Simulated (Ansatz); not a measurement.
An Ansatz (a first-principles code) run: TiSi2 with a change (pressure 3 GPa); Ansatz, PBEsol, PAW, cutoff 420 eV, no spin-orbit coupling.

Input:

Ansatz 0.2 input:
```yaml
crystal:
  lattice:
    - [1.7574372305, -6.6739838576, 0]
    - [1.7574372305, 6.6739838576, 0]
    - [0, 0, 3.5571189154]
  atoms:
    - { symbol: Si, position: [0.9399598953, 0.0600401047, 0.75] }
    - { symbol: Si, position: [0.0600401047, 0.9399598953, 0.25] }
    - { symbol: Si, position: [0.2504264441, 0.7495735559, 0.75] }
    - { symbol: Si, position: [0.7495735559, 0.2504264441, 0.25] }
    - { symbol: Ti, position: [0.6024818106, 0.3975181894, 0.75] }
    - { symbol: Ti, position: [0.3975181894, 0.6024818106, 0.25] }
basis: { ecutwfc: 420, ecutrho_ratio: 4, xc_grid: 2, fft_grid_basis: typed }
kpoints: { mp_grid: { grid: [14, 14, 13] } }
hamiltonian:
  xc: pbesol
  dispersion: none
  pseudopotentials: { kind: paw }
scf: { occupations: { method: fermi_dirac, width: 0.05 } }
relax: { f_tol: 0.01, max_steps: 60, cell: { stress_tol: 0.02, p_target: 3.0 } }
output: { forces: true, stress: true }
checkpoint: { write: state.ck, write_every: 1000 }
```

Output (explanatory and most iteration lines left out):

```
Relaxation: its limit of steps is 60 (relax.max_steps)
Pseudopotential: Si, paw, valence charge 4
Pseudopotential: Ti, paw, valence charge 12
Crystal: 6 atoms, lattice volume = 83.444 Å³
Basis set: ecut = 420 eV, 1625 PW (Γ), exchange–correlation on 96×96×48 points (8 copies of the dense FFT grid, shifted against one another)
Bands: 26, of which v1, the nominal top of the filled ones, is band 20 counted from 1 (19 counted from 0)
Symmetry: 8 space group operations
Space group: Cmcm (ITA 63), of the structure as read, at distance tolerance 4.4e-5 Å
k-points: 399 of 2548
Functional: x = pbesol(κ = 0.804, μ = 0.12345679012345678), c = pbesol(β = 0.046)
SCF iter   1: F=—  HF=-7437.814788 eV  |F-HF|=—  |Δ(HF+E_count)|=         —  Δρ=5.50e-3  dr2=4.96e-2  ethr=1.77e-3  ⟨swp⟩=6.4  Hψ=53309  notcnv=0
SCF iter   2: F=—  HF=-7437.808668 eV  |F-HF|=—  |Δ(HF+E_count)|=   6.12e-3  Δρ=2.90e-3  dr2=1.45e-2  ethr=1.24e-4  ⟨swp⟩=1.2  Hψ=13659  notcnv=0  defer=1
SCF 1 converged in 6 iterations: F = -7437.806186 eV  dr2 = 5.02e-8
relax step   1: F+E_penalty+E_count = -7437.80618553 eV  Δ(F+E_penalty+E_count) = +0.000e0 eV  max|allowed force component| = 1.416e-3 eV/Å  Δτ_max = 0.0000 Å  P = -0.001 GPa  Ω = 83.444 Å³  (6 SCF iters, dr2 threshold 1.00e-7 eV, accepted)
[... steps on the carried basis left out ...]
relax step   7: F+E_penalty+E_count = -7437.79031430 eV  Δ(F+E_penalty+E_count) = +1.045e-6 eV  max|allowed force component| = 3.694e-3 eV/Å  Δτ_max = 0.0000 Å  P = +3.003 GPa  Ω = 81.717 Å³  stress off target by 1.45e-2 GPa  SCF on the basis re-selected at this cell (its energy is not comparable with the rows above)  (9 SCF iters)
SCF converged after 9 iterations
Free energy (F): -7437.790314 eV
Internal energy: -7437.777501 eV  (E = F + TS)
E sigma→0 (E₀):  -7437.783907 eV
Entropy (-TS):   -0.012814 eV (-2.136 meV/atom)
Fermi energy:    13.502534 eV
--- Forces (eV/Å), atoms counted from 1 ---
  atom   1  Si     0.00000000     0.00138935    -0.00000000
  atom   2  Si    -0.00000000    -0.00138935     0.00000000
  atom   3  Si    -0.00000000     0.00064001     0.00000000
  atom   4  Si     0.00000000    -0.00064001    -0.00000000
  atom   5  Ti    -0.00000000     0.00369444     0.00000000
  atom   6  Ti     0.00000000    -0.00369444    -0.00000000
--- Stress (GPa, compression-positive) ---
        2.999534      -0.000000       0.000000
       -0.000000       3.014504       0.000000
        0.000000       0.000000       2.994079
  P = ⅓ Tr σ = 3.0027 GPa (30.027 kbar)
--- Relaxed structure (5 steps of the walk, 5 accepted, 2 SCFs on fresh bases) ---
  cell:  # Å, volume = 81.7174 Å³
    - [1.7473175257370888, -6.606371731571914, 1.0432171543999314e-18]
    - [1.7473175257370888, 6.606371731571914, 1.0432171543999337e-18]
    - [2.111510674967325e-18, 6.5649169794772935e-34, 3.53956398290123]
  atoms:
    - { symbol: Si, position: [0.939449560018454, 0.06055043998154591, 0.75] }
    - { symbol: Si, position: [0.06055043998154591, 0.939449560018454, 0.25] }
    - { symbol: Si, position: [0.2505026247473411, 0.7494973752526588, 0.75] }
    - { symbol: Si, position: [0.7494973752526588, 0.2505026247473411, 0.25] }
    - { symbol: Ti, position: [0.6020755881618184, 0.3979244118381814, 0.75] }
    - { symbol: Ti, position: [0.3979244118381814, 0.6020755881618184, 0.25] }
```

Load acts through the strain it causes; cell and atoms are relaxed under it. No phonon test of stability was made. The final runs are not spin-polarised. The cell was made from TiSi2 (space group Cmcm, No. 63) by this change: pressure 3 GPa.
